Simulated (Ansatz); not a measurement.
## (Si)7/(Ge)3 zinc blende (001) superlattice on Si

A (001) superlattice of 7 double layers of Si and 3 of Ge (both in the zinc blende type), in-plane lattice that of Si; the cell holds Si14Ge6.

Calculation: PBE (plane waves to 420 eV, PAW; Ansatz, a first-principles code). Spin–orbit coupling is left out; PBE gaps are too small against experiment. Its k-point mesh 8×8×1, Fermi–Dirac width 0.01 eV.

period: 28.05 Å
in-plane lattice vector: 3.869 Å
strain of bulk Ge held on this lattice, in plane and along the normal: -5.03 %, then +3.50 %
PBE gap of the superlattice over the mesh and listed points off it: 0.26 eV

```
Ge3Si7
1.0
    3.86904     0.00000     0.00000
    0.00000     3.86904     0.00000
    0.00000     0.00000    28.04502
Si Ge
14 6
Direct
  0.00000   0.00000   0.99978
  0.50000   0.00000   0.04834
  0.50000   0.50000   0.09711
  0.00000   0.50000   0.14586
  0.00000   0.00000   0.19460
  0.50000   0.00000   0.24334
  0.50000   0.50000   0.29207
  0.00000   0.50000   0.34081
  0.00000   0.00000   0.38955
  0.50000   0.00000   0.43829
  0.50000   0.50000   0.48703
  0.00000   0.50000   0.53578
  0.00000   0.00000   0.58455
  0.50000   0.00000   0.63311
  0.50000   0.50000   0.68380
  0.00000   0.50000   0.73695
  0.00000   0.00000   0.78993
  0.50000   0.00000   0.84296
  0.50000   0.50000   0.89594
  0.00000   0.50000   0.94909
```
